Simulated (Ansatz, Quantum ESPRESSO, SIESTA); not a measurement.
## SrCu₂Ge₂ (P1, 5 atoms in the cell) computed with different codes at matched settings

Self-consistent single point, at a second geometry (atoms moved at random). First geometry:

```yaml
crystal:
  lattice:
    - [-2.15371, 2.15371, 5.19496]
    - [2.15371, -2.15371, 5.19496]
    - [2.15371, 2.15371, -5.19496]
  atoms:
    - { symbol: Sr, position: [0.00000, 0.00000, 0.00000] }
    - { symbol: Cu, position: [0.25000, 0.75000, 0.50000] }
    - { symbol: Cu, position: [0.75000, 0.25000, 0.50000] }
    - { symbol: Ge, position: [0.62698, 0.62698, 0.00000] }
    - { symbol: Ge, position: [0.37302, 0.37302, 0.00000] }
```

Second geometry:
```
CELL_PARAMETERS angstrom
     -2.15371     2.15371     5.19496
      2.15371    -2.15371     5.19496
      2.15371     2.15371    -5.19496
ATOMIC_POSITIONS crystal
  Sr 0.01208 0.98795 0.99765
  Cu 0.24664 0.74396 0.49633
  Cu 0.74065 0.24778 0.48262
  Ge 0.61999 0.64236 0.01318
  Ge 0.38064 0.37795 0.01021
```

Shared settings, as Ansatz (a program for electronic structure) writes them: kpoints.mp_grid.grid = 7 7 7; scf.occupations.method = fermi_dirac; scf.occupations.width = 0.136 eV. Potentials and cutoffs stand in the table.

```csv
code,model,ΔF from the first geometry (meV/atom),pressure (GPa),largest force (eV/Å),cutoff
SIESTA,"GGA PBEsol, numerical atomic orbitals DZP, PseudoDojo PBEsol standard norm-conserving potentials (rewritten from UPF to PSML)",20.9,0.54,1.087,grid 300 Ry
Quantum ESPRESSO,"PBEsol, PSlibrary ultrasoft (PBE) pseudopotentials",13.7,-4.56,0.677,50 Ry
Ansatz,"PBEsol, PAW files made with PBE",13.3,-4.78,0.663,420 eV
```

Size of the force on each atom (eV/Å): Sizes of forces hide their directions.

```json
[
 {"code": "SIESTA", "Sr1": "0.690", "Cu2": "0.137", "Cu3": "0.561", "Ge4": "1.087", "Ge5": "0.776"},
 {"code": "Quantum ESPRESSO", "Sr1": "0.433", "Cu2": "0.112", "Cu3": "0.446", "Ge4": "0.677", "Ge5": "0.422"},
 {"code": "Ansatz", "Sr1": "0.427", "Cu2": "0.108", "Cu3": "0.415", "Ge4": "0.663", "Ge5": "0.414"}
]
```

On Ansatz's run: spin polarisation is off.

The spread over the programs that give each value: ΔF from the first geometry within 7.6 meV/atom; pressure within 5.32 GPa; largest force within 0.424 eV/Å.

SIESTA uses small atom-centred bases, whose incompleteness enters pressures, forces and empty levels differently from a plane-wave cutoff. Ansatz's pressure is given at a fixed set of plane waves, as the other plane-wave codes print theirs; with its correction for the finite basis it is -4.74 GPa. In the pressure, SIESTA (by 5.21) lies more than 1 GPa from the median of the plane-wave programs. In the force vectors, SIESTA (by 0.466) lies more than 0.08 eV/Å from the median of the plane-wave programs.

The starting cell comes from a database of computed structures (which also holds hypothetical and non-ambient phases and stackings), without a prior relaxation at this level. Its lattice was rescaled by a random factor within 2.5 % of one. For this run, on top of that: atoms moved at random.

Keys are those of Ansatz 0.2.
